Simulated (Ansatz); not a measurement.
Rock-salt ScAs was calculated with PBEsol in Ansatz (plane waves, PAW).

Settings: plane-wave cutoff 520 eV, 18×18×18 k mesh, Fermi–Dirac smearing 0.05 eV, scalar-relativistic PAW data made under PBE.

Cell (relaxed at this level):

Space group Fm-3m (No. 225); a = 5.410 Å, b = 5.410 Å, c = 5.410 Å, α = 90.00°, β = 90.00°, γ = 90.00°

```csv
atom,site,symmetry,x,y,z
Sc,4a,m-3m,0.0000,0.0000,0.0000
As,4b,m-3m,0.5000,0.5000,0.5000
```
(The calculation used a cell of 2 atoms; values per cell refer to that cell.)

**Question.** Estimate the bulk modulus B0 that the calculation returns.

**Answer.** 
- bulk modulus B0: 92.8 GPa

The run finds no gap.

Note: the bulk modulus is −V dP/dV from two relaxed cells at ±2 % in volume.

The computed numbers hold no vibrational or temperature effects.

Ansatz is a program for electronic structure.
